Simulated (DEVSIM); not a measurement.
# Al0.25Ga0.75As/GaAs p-n heterojunction

Device: Al0.25Ga0.75As/GaAs p-n heterojunction, at 300 K.

```tsv
layer (left to right)	material	thickness (μm)	Nd (cm⁻³)	Na (cm⁻³)	τn (s)	τp (s)
1	Al0.25Ga0.75As	0.600	-	1.4e16	6.4e-9	6.4e-9
2	GaAs	4.00	1.2e16	-	6.4e-9	6.4e-9
```

Left contact: ohmic. Right contact: ohmic. Voltage is applied to the left contact. Recombination: SRH at mid-gap. Mobility is μmin + (μ − μmin)/(1 + (N/Nref)^α).

Constants are typed, rounded textbook-type inputs, not results; the design itself was drawn at random and stands for no fabricated device. Values at 300 K.

```csv
parameter,Al0.25Ga0.75As,GaAs
gap (eV),1.7357,1.424
affinity (eV),3.8725,4.07
permittivity,12.19,12.9
Nc (cm⁻³),6.5e17,4.7e17
Nv (cm⁻³),9e18,9e18
μn (cm²/Vs),4375,8500
μp (cm²/Vs),221,400
"μn,min",500,500
"μp,min",20,20
"Nref,n",6e16,6e16
"Nref,p",1.5e17,1.5e17
αn,0.39,0.39
αp,0.38,0.38
```

DEVSIM, 1D drift-diffusion, Boltzmann statistics, complete ionisation; no tunnelling, impact ionisation, image-force lowering or self-heating. Band offsets follow the typed affinities; no thermionic-emission limit at abrupt steps, no polarisation charge.

The potential step across the device at zero bias is 1.276 V and the largest field in the device at zero bias comes out as 49000 V/cm. The dark forward voltage at 1 A/cm² is 1.046 V and the dark forward voltage at 100 A/cm² is 1.216 V.

Dark forward current:

(V (V), J (A/cm²)): (0.05, 9.7e-11); (0.15, 9.8e-10); (0.30, 2.0e-8); (0.40, 1.5e-7); (0.55, 3.1e-6); (0.65, 2.4e-5); (0.80, 0.00060); (0.90, 0.0078); (1.05, 1.2); (1.15, 27); (1.30, 300); (1.40, 670); (1.55, 1500); (1.65, 2200)

Dark reverse current:

```json
[
 {"V (V)": "-0.04", "J (A/cm²)": "-4.0e-11"},
 {"V (V)": "-0.10", "J (A/cm²)": "-7.9e-11"},
 {"V (V)": "-0.20", "J (A/cm²)": "-1.2e-10"},
 {"V (V)": "-0.30", "J (A/cm²)": "-1.6e-10"},
 {"V (V)": "-0.40", "J (A/cm²)": "-1.9e-10"},
 {"V (V)": "-0.60", "J (A/cm²)": "-2.4e-10"},
 {"V (V)": "-0.80", "J (A/cm²)": "-2.9e-10"},
 {"V (V)": "-1.00", "J (A/cm²)": "-3.4e-10"},
 {"V (V)": "-1.30", "J (A/cm²)": "-4.1e-10"},
 {"V (V)": "-1.60", "J (A/cm²)": "-4.7e-10"},
 {"V (V)": "-2.00", "J (A/cm²)": "-5.5e-10"}
]
```
